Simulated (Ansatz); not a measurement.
Take MgI2 in the CdI2 type structure (space group P-3m1, No. 164; a = 4.0597 Å, c = 6.5802 Å; layered, stacked along the Cartesian z axis) as the base.

Calculations: Kohn–Sham DFT with the PBEsol-D3(BJ) functional, run in Ansatz (a quantum-chemistry and plane-wave program) with PAW and 420 eV plane waves, no spin-orbit coupling.

Before the change:

| Item | Result |
|---|---|
| Valence-band top at Γ | 0.00, -0.14, -0.14 eV |
| Gap character | indirect, Γ → L–M (40 % along) |
| Pressure | 0.0 kbar |
| Hole mass | 0.19 mₑ along c, 2.5 mₑ across (at Γ) |

Perturbation: every lattice vector is stretched by 0.50 %; the atoms relax in the strained cell.

Task: Predict the new largest internal atomic displacement.

Result: The largest internal atomic displacement comes out as 0.011 Å.

Task: What happens to the valence-band top at Γ?

Result: The valence-band top at Γ (three highest levels, from the VBM) becomes 0.00, -0.15, -0.15 eV (base: 0.00, -0.14, -0.14 eV).

Task: Estimate the effect on the gap character.

Result: The gap character stays indirect, Γ → L–M (40 % along).

Task: Predict the new pressure.

Result: The pressure (mean of the normal stresses, compression positive) goes from zero to -3.4 kbar.

Task: How does this affect the hole mass?

Result: The hole mass changes from 0.19 mₑ along c, 2.5 mₑ across (at Γ) to 0.20 mₑ along c, 2.5 mₑ across (at Γ).

With I present, leaving out spin-orbit coupling can change the band edges. Masses are band curvatures over ±0.01 Å⁻¹ around the edge. No phonon test of stability was made.
